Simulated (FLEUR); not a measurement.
Worked example: self-consistent single point of NiPt3 (Pm-3m, 4 atoms in the cell) in FLEUR.

Level of theory: PBEsol, all-electron FLAPW (FLEUR), scalar-relativistic valence run with FLEUR.

The change in words: lattice scaled by 0.98. Reference geometry:
```
NiPt3
1.0
    3.83846     0.00000     0.00000
    0.00000     3.83846     0.00000
    0.00000     0.00000     3.83846
Ni Pt
1 3
Direct
  0.00000   0.00000   0.00000
  0.00000   0.50000   0.50000
  0.50000   0.00000   0.50000
  0.50000   0.50000   0.00000
```
Moments meant for the start (each program seeds them in its own way; μB, in the order of the atoms Ni Pt Pt Pt): 2.0 0.0 0.0 0.0.

Reference input (self-consistent single point, DFT, PBEsol, all-electron FLAPW (FLEUR), scalar-relativistic valence): Kmax = 4.2 1/bohr; GmaxXC = 16.8 1/bohr; xcFunctional = PBEs; jspins = 2; l_soc = F; mode = gauss; fermiSmearingEnergy = 0.00367493 Htr; mesh (inpgen div1-3) = 9 9 9; inpgen gamma flag = false; Gmax = 16.8 1/bohr; numbands = 0; maxIterBroyd = 15. This run's input differs from it in these lines:

```diff
@@ -3,5 +3,5 @@
 &input film=f /
-7.2536438095 0.0000000000 0.0000000000
-0.0000000000 7.2536438095 0.0000000000
-0.0000000000 0.0000000000 7.2536438095
+7.1085714246 0.0000000000 0.0000000000
+0.0000000000 7.1085714246 0.0000000000
+0.0000000000 0.0000000000 7.1085714246
 1.0
@@ -46,5 +46,5 @@
          <bravaisMatrix>
-            <row-1>    7.2536438094999998     0.0000000000000000     0.0000000000000000</row-1>
-            <row-2>    0.0000000000000000     7.2536438094999998     0.0000000000000000</row-2>
-            <row-3>    0.0000000000000000     0.0000000000000000     7.2536438094999998</row-3>
+            <row-1>    7.1085714246000000     0.0000000000000000     0.0000000000000000</row-1>
+            <row-2>    0.0000000000000000     7.1085714246000000     0.0000000000000000</row-2>
+            <row-3>    0.0000000000000000     0.0000000000000000     7.1085714246000000</row-3>
          </bravaisMatrix>
```

Output (repeated stretches shortened):

```
 Iteration:     1   Distance:      35.91445962 me/bohr^3
 Iteration:     2   Distance:      28.53707942 me/bohr^3
 Iteration:     3   Distance:      36.38931493 me/bohr^3
 Iteration:     4   Distance:      40.83854329 me/bohr^3
 Iteration:     5   Distance:      34.01649185 me/bohr^3
   [... 26 lines left out ...]
 Iteration:    32   Distance:       0.00002031 me/bohr^3
 Iteration:    33   Distance:       0.00001197 me/bohr^3
 Iteration:    34   Distance:       0.00001024 me/bohr^3
 Iteration:    35   Distance:       0.00000814 me/bohr^3
 Run finished successfully
 Stop message:
   Structural relaxation: Done

[file out, last iteration]
             iter=     36
[...]
          total density-effective poten   -9.9658907088E+04
          total charge density-energy d   -1.1188429328E+03
 Updated energy parameters for spin:           1
 Updated energy parameters for spin:           2
[...]
 fermi energy and band-weighting factors:
    1.312038

[...]
FERMIE:
          first approx. to ef    (T=0)  :   0.566764 htr   (energy of the highest occ. eigenvalue)
          number of occ. states  (T=0)  :       2214
          first approx. to seigv (T=0)  : -18.043210 htr
          sum of weights of occ. states :  64.023320
          sum of semicore charge        :   0.000000 e
          fermi energy=   0.56719 har   work function= -15.43416 ev
   [... lines left out ...]
          total moment                 =     1.12701
 Direct bandgap for spin            1 :    1.4052022957973476E-002  Htr
   [... lines left out ...]
 Direct bandgap for spin            2 :    4.2088804297031324E-003  Htr
 at k-point            7  with k-vector   0.44444444444444442       0.33333333333333331       0.22222222222222221
          valence density: spin= 1
[...]
     l-like charge
     atom     s        p        d        f        total
 -->  1    0.22123  3.24852  4.53203  0.02677    8.03782
 -->  2    0.23963  3.17632  3.77309  0.03101    7.22861
```

The run converged in 35 iterations. FLEUR gives forces in its relaxation mode, with a further iteration, so its stop message speaks of a relaxation. Against the reference run the total energy goes up by 36.5 meV/atom and the size of the net moment goes from 0.32 to 0.28 μB/atom.

The starting cell comes from a database of computed structures (which also holds hypothetical and non-ambient phases and stackings), without a prior relaxation at this level. Its lattice was rescaled by a random factor within 2.5 % of one. For this run, on top of that: lattice scaled by 0.98. Spin-orbit coupling is off. With one magnetic atom in the cell only a parallel order is possible. Values depend on the basis (sphere radii, cutoffs, local orbitals), which need not be converged. The log's line on a gap gives a spacing of levels on this mesh, which the program prints for metals too.

Cost on one core of a shared machine: roughly 9 min.
